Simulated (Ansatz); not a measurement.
# What uniaxial strain ε_xx = +4.61 % does to hypothetical rock salt PdGe

Base system: PdGe in the rock salt structure (space group Fm-3m, No. 225; a = 5.166 Å; a hypothetical phase, not in the database extracts checked). Axes: x, y, z lie along the cube axes.

Now apply this change: the cell is stretched by 4.61 % along x with no lateral relaxation; the atoms relax in the strained cell.

Computed with r2SCAN in Ansatz (plane waves to 500 eV, PAW, no spin-orbit coupling). k-mesh 16×16×16 (Γ-centred); smearing 0.05 eV (Fermi–Dirac).

- Volume per atom = 18.03 Å³ (base 17.23 Å³)
- Space group = I4/mmm (No. 139) (base Fm-3m (No. 225))
- Shortest interatomic distance = 2.583 Å (base 2.583 Å)
- Energy relative to the base (free energy F) = +16 meV/atom
- Pressure (mean of the normal stresses, compression positive) = -4.4 GPa (base 0.0 GPa)
- Band gap = zero (base zero)
- Stress (xx, yy, zz, yz, xz, xy; compression positive) = (-6.0, -3.6, -3.6, 0.0, 0.0, 0.0) GPa (rough)

Cost of the whole job for the changed cell (relaxation, final SCF and bands): about 28 core-seconds (a rough figure).

Without a gap, meshes like the base's 16×16×16 leave anisotropic stresses uncertain by several tenths of a GPa, and small strain energies with them. Whether these cells are dynamically stable was not tested. All final runs are without spin polarisation.

Ansatz is an electronic-structure program.
